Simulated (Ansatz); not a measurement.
Consider SiC in the zinc blende structure (space group F-43m, No. 216).

Space group F-43m (No. 216); a = b = c = 4.3569 Å, α = β = γ = 90.00°

| atom | site | symmetry | x | y | z |
|---|---|---|---|---|---|
| Si | 4a | -43m | 0.0000 | 0.0000 | 0.0000 |
| C | 4d | -43m | 0.7500 | 0.7500 | 0.7500 |
(The calculation used a cell of 2 atoms; values per cell refer to that cell.)

All numbers come from plane-wave PAW DFT at the PBEsol level (Ansatz, an electronic-structure program, 420 eV), spin-orbit coupling left out.

Base values:

- Volume per atom = 10.34 Å³
- Electron mass = 0.62 mₑ along k, 0.22 mₑ across (at X)
- Hole mass = 0.37, 0.59, 0.59 mₑ (at Γ)
- Smallest direct gap = 4.45 eV

The change: hydrostatic tension (pressure −2 GPa).

**Question.** What does the calculation give for the volume per atom, electron mass, hole mass and smallest direct gap after the change?

**Answer.** The volume per atom grows by 0.09 Å³ to 10.43 Å³; the electron mass changes from 0.62 mₑ along k, 0.22 mₑ across (at X) to 0.67 mₑ along k, 0.22 mₑ across (at X); the hole mass (degenerate bands, along [100]) goes from 0.37, 0.59, 0.59 mₑ (at Γ) to 0.36, 0.59, 0.59 mₑ (at Γ); the smallest direct gap hardly moves (4.45 eV against 4.44 eV).

Load acts through the strain it causes; cell and atoms are relaxed under it. Masses are band curvatures over ±0.01 Å⁻¹ around the edge. Along k means along the line from Γ to the band edge. No phonon test of stability was made.
